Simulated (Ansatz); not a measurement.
The cell is made up: elements placed on another compound's structure type, so the phase may be hypothetical.

By PBEsol, the system below comes out a metal.

Without scattering a metal conducts by its projected Fermi surface.

Given:

```xyz
5
Lattice="3.0411 0.0000 0.0000 -1.5206 5.5854 0.0000 0.0000 0.0000 3.1144" Properties=species:S:1:pos:R:3 pbc="T T T"
Si     0.0000     0.0000     0.0000
W      0.0000     4.0648     1.5572
W      1.5206     1.5206     1.5572
B      0.0000     2.3062     0.0000
B      1.5206     3.2792     0.0000
```

Space group of this cell: Cmmm. The cell was relaxed by PBE-D3(BJ); by PBEsol its mean pressure is 1.2 GPa.

The current flows along the normal of the first two printed cell vectors. No spin-orbit coupling; the value is a mean over 0.1 eV about the Fermi level.

Question: State the ballistic conductance per area according to PBEsol (Ansatz, a first-principles code).

Answer: 0.79 × 10¹⁵ S/m² for both spins.
